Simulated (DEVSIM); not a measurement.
Structure: W/Al2O3/p-Si capacitor, at 400 K.

```csv
layer (left to right),material,thickness (nm),Na (cm⁻³)
1,Al2O3,3.20,-
2,Si,2300,6.3e16
```

Metal gate on the left, work function 4.6 eV. Fixed charge at the semiconductor interface 0 cm⁻² (in units of +e); no interface traps.

Constants are typed, rounded textbook-type inputs, not results; the design itself was drawn at random and stands for no fabricated device. Values at 300 K; Nc and Nv go as T^1.5, mobilities as T to minus their exponent, the gap by Varshni's rule with the affinity fixed.

| parameter | Al2O3 | Si |
|---|---|---|
| gap (eV) | 6.8 | 1.124 |
| affinity (eV) | 1.35 | 4.05 |
| permittivity | 9 | 11.7 |
| Nc (cm⁻³) | - | 2.86e19 |
| Nv (cm⁻³) | - | 3.1e19 |
| Varshni α (eV/K) | - | 0.000473 |
| Varshni β (K) | - | 636 |

DEVSIM, 1D Poisson equation in equilibrium, Boltzmann statistics, complete ionisation; no quantum confinement or tunnelling. Metal contacts follow the ideal Schottky-Mott rule: no Fermi-level pinning, no interface dipoles.

Base results: threshold voltage (band bending 2φF) (V) 0.37; capacitance of the dielectric stack (μF/cm²) 2.49; minimum of the low-frequency capacitance (μF/cm²) 0.105; flat-band voltage (V) -0.32.

### Question
What follows from this one change: substrate doping 6.3e+16 → 1.3e+17 cm^-3?

### Answer
threshold voltage (band bending 2φF) 0.37 → 0.42 V; capacitance of the dielectric stack little changed (2.49 μF/cm²); minimum of the low-frequency capacitance 0.105 → 0.138 μF/cm²; flat-band voltage -0.32 → -0.34 V.

### Question
What follows from this one change: Al2O3 thickness 0.0032 → 0.0038 μm?

### Answer
threshold voltage (band bending 2φF) little changed (0.38 V); capacitance of the dielectric stack 2.49 → 2.10 μF/cm²; minimum of the low-frequency capacitance little changed (0.104 μF/cm²); flat-band voltage little changed (-0.32 V).

### Question
What follows from this one change: gate work function 4.6 → 4.3 eV?

### Answer
threshold voltage (band bending 2φF) 0.37 → 0.07 V; capacitance of the dielectric stack little changed (2.49 μF/cm²); minimum of the low-frequency capacitance little changed (0.105 μF/cm²); flat-band voltage -0.32 → -0.62 V.

### Question
What follows from this one change: fixed charge 0 → 5.4e+12 cm^-2?

### Answer
threshold voltage (band bending 2φF) 0.37 → 0.02 V; capacitance of the dielectric stack little changed (2.49 μF/cm²); minimum of the low-frequency capacitance 0.105 → 0.102 μF/cm²; flat-band voltage -0.32 → -0.67 V.

### Question
What follows from this one change: temperature 400 → 300 K?

### Answer
threshold voltage (band bending 2φF) 0.37 → 0.44 V; capacitance of the dielectric stack little changed (2.49 μF/cm²); minimum of the low-frequency capacitance 0.105 → 0.0875 μF/cm²; flat-band voltage -0.32 → -0.41 V.
